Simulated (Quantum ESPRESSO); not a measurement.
**How far to go with the SCF threshold: KTlO2 (R3m, 4 atoms in the cell)**

```
KTlO2
1.0
    1.71813    -0.99196     6.07173
    0.00000     1.98392     6.07173
   -1.71813    -0.99196     6.07173
K Tl O
1 1 2
Direct
  0.50274   0.50274   0.50274
  0.00000   0.00000   0.00000
  0.73208   0.73208   0.73208
  0.26792   0.26792   0.26792
```

Computed with LDA (PZ), GBRV 1.5 ultrasoft (LDA) pseudopotentials (plane waves; Quantum ESPRESSO).

Base settings: ecutwfc = 40 Ry; ecutrho = 200 Ry; occupations = smearing; smearing = fd; degauss = 0.00147 Ry; potentials = {K: k_lda_v1.4.uspp.F.UPF, Tl: tl_lda_v1.2.uspp.F.UPF, O: o_lda_v1.2.uspp.F.UPF}; K_POINTS = automatic 5 5 5 0 0 0; conv_thr = 1e-10 Ry; mixing_beta = 0.3.

The mesh stays at the base's, so the ladder's end is converged at best in this setting alone.

Only quantities that move along the ladder and can be compared are tabulated.

The count of work is k-points × plane waves × bands × iterations; it is no time. 

The starting cell comes from a database of computed structures (which also holds hypothetical and non-ambient phases and stackings), without a prior relaxation at this level. Its lattice was rescaled by up to half a per cent. One atom was moved a little off its site on purpose. Spin-orbit coupling is off. In the base run, with a pressure of about -4 GPa the cell is away from its equilibrium volume at this level.

Steps (conv_thr): 0.0073 Ry; 0.00073 Ry; 7.3e-05 Ry; 7.3e-06 Ry; 7.3e-07 Ry; 7.3e-08 Ry; 7.3e-09 Ry; 7.3e-10 Ry; 1e-10 Ry; 7.3e-12 Ry; 7.3e-14 Ry.

### Question
What is the coarsest conv_thr that holds the free energy within 0.5 meV/atom of the last step, with all finer ones?

### Answer
7.3e-05 Ry, at 0.42 of the last step's count of work; the step before is off by 1.1 meV/atom.

### Question
What is the coarsest conv_thr that holds the forces within 0.005 eV/Å of the last step, with all finer ones?

### Answer
7.3e-06 Ry; the step before is off by 0.027 eV/Å.

### Question
What is the coarsest conv_thr that holds the pressure within 0.5 GPa of the last step, with all finer ones?

### Answer
7.3e-06 Ry; the step before is off by 1.9 GPa.

```csv
conv_thr,free energy less the last step's (meV/atom),pressure (GPa),largest difference of a force vector from the last step's (eV/Å),gap on the mesh (eV),count of work / last
0.0073 Ry,8.01,3.50,0.396,1.025,0.21
0.00073 Ry,1.09,11.03,0.204,0.934,0.26
7.3e-05 Ry,0.12,-2.49,0.027,0.926,0.42
7.3e-06 Ry,0.01,-4.59,0.003,0.913,0.53
7.3e-07 Ry,0.00,-4.44,0.002,0.915,0.58
7.3e-08 Ry,0.00,-4.44,0.002,0.915,0.58
7.3e-09 Ry,0.00,-4.39,0.000,0.915,0.74
7.3e-10 Ry,0.00,-4.40,0.000,0.915,0.79
1e-10 Ry,0.00,-4.40,0.000,0.915,0.79
7.3e-12 Ry,0.00,-4.40,0.000,0.915,0.89
7.3e-14 Ry,0.00,-4.40,0.000,0.915,1.0
```
